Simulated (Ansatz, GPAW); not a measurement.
An Ansatz (an electronic-structure program) input for a self-consistent single point of Ca (Fm-3m, 1 atom in the cell) (DFT, PBE, plane waves, default PAW files):

Ansatz 0.2 input:
```yaml
crystal:
  lattice:
    - [0.00000000, 2.79000000, 2.79000000]
    - [2.79000000, 0.00000000, 2.79000000]
    - [2.79000000, 2.79000000, 0.00000000]
  atoms:
    - { symbol: Ca, position_ang: [0.00000000, 0.00000000, 0.00000000] }
kpoints:
  mp_grid: { grid: [8, 8, 8] }
hamiltonian:
  xc: pbe
  pseudopotentials: { kind: paw }
scf:
  occupations: { method: gaussian, width: 0.0147 Ry }
output:
  forces: true
  eigenvalues: true
  stress: true
```

Task: Give the GPAW input for the same structure, mesh, smearing and functional.

Result: One input that does it (others would too):

```python
from ase import Atoms
from ase.units import GPa
from gpaw import GPAW, PW

atoms = Atoms(['Ca'],
              cell=[[0.000000, 2.790000, 2.790000],
                    [2.790000, 0.000000, 2.790000],
                    [2.790000, 2.790000, 0.000000]],
              scaled_positions=[[0.000000, 0.000000, 0.000000]],
              pbc=True)

calc = GPAW(mode=PW(600),
            xc='PBE',
            kpts={'size': (8, 8, 8), 'gamma': True},
            occupations={'name': 'methfessel-paxton', 'width': 0.2, 'order': 0},
            nbands=-5,
            symmetry={'symmorphic': False, 'tolerance': 0.0005},
            maxiter=100,
            txt='-')

atoms.calc = calc

energy = atoms.get_potential_energy()
print('Energy (eV):', round(energy, 6))
forces = atoms.get_forces()
print('Forces (eV/Ang):')
print(forces.round(5))
stress = atoms.get_stress()
print('Stress (GPa, Voigt):', (stress / GPa).round(4))
```

Basis, cutoffs, solver keys and any potentials are the target program's own. This input uses DFT PBE, plane waves, GPAW PAW datasets PBE (gpaw-data 1.0.1). The width in Ry is rounded to four decimals. Both were run: pressure -0.48 GPa in Ansatz and -0.43 in GPAW. Ansatz's pressure is the one without its finite-basis correction.

On GPAW: the starting cell has typed, rounded lattice constants, without a prior relaxation at this level.

On Ansatz: the starting cell has typed, rounded lattice constants, without a prior relaxation at this level.
